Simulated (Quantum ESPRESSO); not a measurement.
Quantum ESPRESSO run on TeS4O14 (P1, 38 atoms in the cell): self-consistent single point.

Level of theory: PBEsol, GBRV 1.5 ultrasoft (PBESOL) pseudopotentials (plane waves; Quantum ESPRESSO 7.5).

```
CELL_PARAMETERS angstrom
      6.91236     0.00000     0.00000
      1.49879     6.74805     0.00000
      2.02144     1.66545    11.87520
ATOMIC_POSITIONS crystal
  Te 0.06471 0.94575 0.75067
  Te 0.93977 0.05485 0.25019
  S  0.46812 0.92193 0.85609
  S  0.92828 0.45588 0.35285
  S  0.19831 0.68842 0.99886
  S  0.30992 0.80500 0.50605
  S  0.69900 0.18702 0.50248
  S  0.80156 0.30633 0.00393
  S  0.21840 0.49129 0.68368
  S  0.53177 0.07470 0.15051
  O  0.67735 0.88105 0.81614
  O  0.88330 0.66648 0.31491
  O  0.35806 0.91853 0.75123
  O  0.42743 0.71914 0.93344
  O  0.62154 0.90067 0.09869
  O  0.82477 0.23781 0.89686
  O  0.51138 0.76879 0.52827
  O  0.90824 0.34915 0.25036
  O  0.16576 0.95099 0.57868
  O  0.73234 0.41552 0.43779
  O  0.06181 0.84193 0.92486
  O  0.26238 0.84774 0.39312
  O  0.79713 0.50965 0.01209
  O  0.77264 0.15862 0.60871
  O  0.41165 0.46014 0.71732
  O  0.20275 0.48545 0.98910
  O  0.93979 0.15409 0.07941
  O  0.06714 0.65680 0.74694
  O  0.21913 0.59428 0.55411
  O  0.84124 0.04935 0.42472
  O  0.17710 0.75156 0.10761
  O  0.49215 0.19796 0.49858
  O  0.37387 0.09225 0.91038
  O  0.64452 0.08080 0.25374
  O  0.57414 0.27497 0.07040
  O  0.11458 0.32999 0.69078
  O  0.10568 0.36116 0.40044
  O  0.32245 0.12173 0.19011
```

Reference input (self-consistent single point, DFT, PBEsol, plane waves, GBRV 1.5 ultrasoft (PBESOL) pseudopotentials): ecutwfc = 40 Ry; ecutrho = 200 Ry; occupations = fixed; potentials = {Te: te_pbesol_v1.uspp.F.UPF, S: s_pbesol_v1.4.uspp.F.UPF, O: o_pbesol_v1.2.uspp.F.UPF}; K_POINTS = automatic 2 2 2 1 1 1; nbnd = 118; conv_thr = 1e-08 Ry; mixing_beta = 0.4. This run's input differs from it in these lines:

```diff
@@ -12,4 +12,4 @@
     ntyp = 3
-    ecutwfc = 40
-    ecutrho = 200
+    ecutwfc = 60
+    ecutrho = 300
     occupations = 'fixed'
```

Output, abridged:

```
     Self-consistent Calculation

     iteration #  1     ecut=    60.00 Ry     beta= 0.40

     total energy              =   -1143.16463671 Ry
     estimated scf accuracy    <      11.00424609 Ry

     iteration #  2     ecut=    60.00 Ry     beta= 0.40

     total energy              =   -1146.43712067 Ry
     estimated scf accuracy    <       0.53510289 Ry

     iteration #  3     ecut=    60.00 Ry     beta= 0.40

     total energy              =   -1146.43935594 Ry
     estimated scf accuracy    <       0.22296123 Ry

   [... 8 blocks of this kind left out ...]

     iteration # 12     ecut=    60.00 Ry     beta= 0.40

     total energy              =   -1146.48820365 Ry
     estimated scf accuracy    <       0.00000005 Ry

     iteration # 13     ecut=    60.00 Ry     beta= 0.40
     End of self-consistent calculation

     highest occupied, lowest unoccupied level (ev):     1.4260    4.8430

!    total energy              =   -1146.48820367 Ry
     estimated scf accuracy    <          1.2E-09 Ry

     convergence has been achieved in  13 iterations

     Forces acting on atoms (cartesian axes, Ry/au):

     atom    1 type  1   force =    -0.01118507    0.01743214    0.00289209
     atom    2 type  1   force =     0.01597412   -0.02062241    0.00330816
     atom    3 type  2   force =    -0.01915917    0.00204352    0.00766377
     atom    4 type  2   force =    -0.00284256   -0.01645428    0.00690069
     atom    5 type  2   force =     0.00448750    0.00715438   -0.01059950
   [... 29 lines left out ...]
     atom   35 type  3   force =    -0.00188095   -0.00001944    0.00052094
   [... lines left out ...]

     Total force =     0.097843     Total SCF correction =     0.000076

          total   stress  (Ry/bohr**3)                   (kbar)     P=        2.14
   0.00002399  -0.00000304   0.00000139            3.53       -0.45        0.20
  -0.00000304   0.00001806   0.00000650           -0.45        2.66        0.96
   0.00000139   0.00000650   0.00000155            0.20        0.96        0.23

   JOB DONE.
```

The run converged in 13 iterations. Against the reference run the free energy falls by 8.2 meV/atom, the pressure moves little (0.28 to 0.21 GPa), the largest force hardly changes (0.894 to 0.890 eV/Å) and the gap on the mesh stays at 3.417 eV.

The starting cell comes from a database of computed structures (which also holds hypothetical and non-ambient phases and stackings), without a prior relaxation at this level. Its lattice was rescaled by a random factor within 2.5 % of one. Spin-orbit coupling is off. The shifted mesh does not hold Γ, so a gap read on it misses any band edge there.

Cost on one core of a shared machine: roughly 20 min.
